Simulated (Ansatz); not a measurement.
Defect migration in beta Ga2O3 with all lengths changed by -1 %: O vacancy, charge state +2. All values below come from PBE, PAW (plane waves to 420 eV; Ansatz, a program for electronic structure).

120-site cell at the strained lattice (strain from the relaxed PBE one, atoms relaxed), the Γ point alone, smearing 0.01 eV, spin-restricted, no finite-size correction. No zero-point or tunnelling terms. The charge state is imposed; whether it is stable for some Fermi level was not computed. Forms of the defect that were not tried may lie lower. The start lies 0.076 eV above the lowest site run (PBE).

Barriers: single points on a 2×2×2 k-point mesh shifted by half a step at the bands' geometries (they differ from the bands' own by up to 0.05 eV, and are uncertain by about as much).

Relaxed starting cell (atoms counted from 1):

```
CELL_PARAMETERS angstrom
     12.33041     0.00000     0.00000
      0.00000     9.15776     0.00000
     -2.75492     0.00000    11.30618
ATOMIC_POSITIONS crystal
  Ga 0.08955 0.99983 0.39252
  Ga 0.03858 0.99995 0.81232
  Ga 0.08712 0.33486 0.40098
  Ga 0.09255 0.33004 0.89996
  Ga 0.08714 0.66483 0.40098
  Ga 0.09255 0.66980 0.89997
  Ga 0.41030 0.16669 0.10114
  Ga 0.41061 0.16615 0.60141
  Ga 0.40933 0.49986 0.10315
  Ga 0.41229 0.49986 0.60772
  Ga 0.41031 0.83303 0.10115
  Ga 0.41062 0.83358 0.60143
  Ga 0.15829 0.18420 0.17407
  Ga 0.16319 0.16575 0.65172
  Ga 0.16134 0.49988 0.15739
  Ga 0.15851 0.49984 0.66168
  Ga 0.15831 0.81556 0.17409
  Ga 0.16318 0.83392 0.65172
  Ga 0.34578 0.99986 0.34049
  Ga 0.34106 0.99985 0.84350
  Ga 0.34518 0.33567 0.34887
  Ga 0.34018 0.33297 0.84442
  Ga 0.34518 0.66406 0.34887
  Ga 0.34016 0.66675 0.84442
  O  0.16863 0.99983 0.54708
  O  0.16789 0.33006 0.05798
  O  0.16469 0.33461 0.55563
  O  0.16789 0.66970 0.05799
  O  0.16470 0.66506 0.55563
  O  0.33386 0.16469 0.44335
  O  0.33009 0.16435 0.94569
  O  0.33663 0.49986 0.45038
  O  0.33081 0.49986 0.94716
  O  0.33387 0.83503 0.44336
  O  0.33008 0.83537 0.94570
  O  0.16840 0.99986 0.26840
  O  0.17240 0.99986 0.77122
  O  0.17499 0.33802 0.28867
  O  0.17242 0.33044 0.78195
  O  0.17500 0.66172 0.28867
  O  0.17242 0.66927 0.78194
  O  0.32228 0.16136 0.21395
  O  0.32772 0.16627 0.71762
  O  0.32750 0.49987 0.22170
  O  0.32608 0.49986 0.72041
  O  0.32231 0.83836 0.21398
  O  0.32772 0.83345 0.71763
  O  0.49655 0.99986 0.12777
  O  0.49732 0.99986 0.62570
  O  0.49581 0.33329 0.12870
  O  0.49818 0.33215 0.62720
  O  0.49581 0.66642 0.12871
  O  0.49818 0.66758 0.62720
  O  0.00354 0.16624 0.37056
  O  0.00286 0.16435 0.88225
  O  0.00096 0.49985 0.37202
  O  0.00719 0.49991 0.87738
  O  0.00354 0.83344 0.37051
  O  0.00288 0.83548 0.88220
  Ga 0.59427 0.16611 0.39836
  Ga 0.58878 0.16671 0.89669
  Ga 0.59129 0.49986 0.39807
  Ga 0.59016 0.49986 0.89724
  Ga 0.59427 0.83362 0.39836
  Ga 0.58879 0.83300 0.89669
  Ga 0.91075 0.99986 0.10025
  Ga 0.89765 0.99981 0.58882
  Ga 0.91108 0.33430 0.10372
  Ga 0.91124 0.33104 0.60545
  Ga 0.91108 0.66544 0.10372
  Ga 0.91124 0.66860 0.60543
  Ga 0.65883 0.99985 0.15434
  Ga 0.65847 0.99987 0.65827
  Ga 0.65832 0.33329 0.15562
  Ga 0.66047 0.33368 0.65684
  Ga 0.65833 0.66642 0.15563
  Ga 0.66047 0.66606 0.65683
  Ga 0.84008 0.16863 0.33735
  Ga 0.83765 0.16993 0.84729
  Ga 0.83964 0.49984 0.34611
  Ga 0.84327 0.49989 0.84404
  Ga 0.84008 0.83105 0.33736
  Ga 0.83765 0.82983 0.84728
  O  0.66540 0.16715 0.05296
  O  0.67120 0.16483 0.55561
  O  0.66507 0.49986 0.05443
  O  0.66871 0.49986 0.55434
  O  0.66541 0.83256 0.05296
  O  0.67121 0.83491 0.55561
  O  0.82790 0.99984 0.43593
  O  0.83061 0.99988 0.94601
  O  0.83785 0.32994 0.44770
  O  0.83367 0.33541 0.94822
  O  0.83782 0.66973 0.44769
  O  0.83369 0.66436 0.94822
  O  0.67344 0.16777 0.27932
  O  0.67326 0.16516 0.78113
  O  0.67465 0.49984 0.28261
  O  0.67386 0.49987 0.78167
  O  0.67344 0.83193 0.27931
  O  0.67326 0.83457 0.78113
  O  0.82786 0.99985 0.21522
  O  0.83653 0.99986 0.72290
  O  0.82766 0.33332 0.21829
  O  0.82835 0.33286 0.72127
  O  0.82766 0.66638 0.21829
  O  0.82835 0.66686 0.72125
  O  0.00004 0.16582 0.12549
  O  0.99676 0.15775 0.63585
  O  0.99987 0.49987 0.13052
  O  0.99653 0.49983 0.62962
  O  0.00005 0.83391 0.12543
  O  0.99676 0.84189 0.63577
  O  0.50642 0.99986 0.37195
  O  0.50228 0.99985 0.87113
  O  0.50518 0.33179 0.37302
  O  0.50199 0.33348 0.87214
  O  0.50519 0.66794 0.37305
  O  0.50198 0.66624 0.87215
```
Cell charge +2.

End state 1 differs by these moves (Å; atoms that move under 0.15 Å are left out):

```csv
atom,element,Δx,Δy,Δz
2,Ga,0.38,-0.01,0.94
13,Ga,-0.02,-0.19,-0.19
17,Ga,0.26,0.16,-0.16
26,O,-0.19,0.03,-0.02
66,Ga,-0.68,0.43,-0.15
67,Ga,0.14,0.00,0.17
70,Ga,-0.67,-0.42,-0.19
72,Ga,-0.09,-0.03,0.15
76,Ga,-0.08,0.03,0.14
79,Ga,0.08,-0.01,-0.13
83,Ga,0.06,0.03,-0.15
84,O,0.26,-0.09,0.04
86,O,0.27,0.09,0.03
108,O,-0.18,-0.10,0.02
110,O,-0.17,0.11,-0.04
112,O,2.13,1.48,-0.79
```

Problem. What forward and backward barriers to end state 1 does PBE, PAW give?

Solution. forward 1.68 eV, backward 0.88 eV; at the saddle point atom 112 has neighbours Ga at 1.84, Ga at 1.89, Ga at 2.39 Å. The saddle point's order was not checked.

End state 2 differs by these moves (Å; atoms that move under 0.08 Å are left out):

```tsv
atom	element	Δx	Δy	Δz
2	Ga	0.43	0.00	0.98
7	Ga	0.83	0.00	-0.51
12	Ga	0.00	-0.02	0.09
13	Ga	-0.14	-0.16	-0.24
17	Ga	0.06	0.16	-0.20
18	Ga	-0.06	-0.01	0.06
19	Ga	-0.10	-0.14	0.18
21	Ga	-0.07	0.11	0.09
30	O	0.08	0.02	-0.06
31	O	0.12	0.02	-0.04
32	O	-0.09	0.06	0.04
34	O	-0.07	-0.08	0.12
36	O	0.10	0.09	0.15
37	O	-0.01	0.01	0.11
38	O	0.08	-0.13	-0.08
40	O	0.00	0.04	-0.08
42	O	-1.46	-1.44	-1.77
46	O	0.02	-0.02	0.10
48	O	-0.03	-0.02	0.14
50	O	-0.02	0.02	0.13
55	O	0.05	0.02	-0.07
60	Ga	-0.09	0.00	-0.03
61	Ga	0.09	0.00	-0.13
66	Ga	-0.08	-0.03	0.00
67	Ga	0.13	0.00	0.16
68	Ga	-0.07	0.02	-0.04
72	Ga	-0.01	-0.07	0.12
74	Ga	0.00	0.07	0.11
78	Ga	-0.01	-0.02	0.09
79	Ga	0.10	-0.03	-0.07
82	Ga	0.01	0.01	0.09
84	O	-0.38	-0.01	-0.01
90	O	0.07	-0.01	0.11
97	O	0.05	0.01	-0.06
103	O	-0.09	0.00	-0.05
108	O	-0.16	0.01	0.01
109	O	0.04	0.08	-0.09
113	O	0.04	-0.08	-0.07
114	O	-0.09	-0.01	0.01
```

Problem. What forward and backward barriers to end state 2 does PBE, PAW give?

Solution. forward 1.56 eV, backward 1.63 eV; at the saddle point atom 42 has neighbours Ga at 1.86, Ga at 1.97 Å. The saddle point's order was not checked.
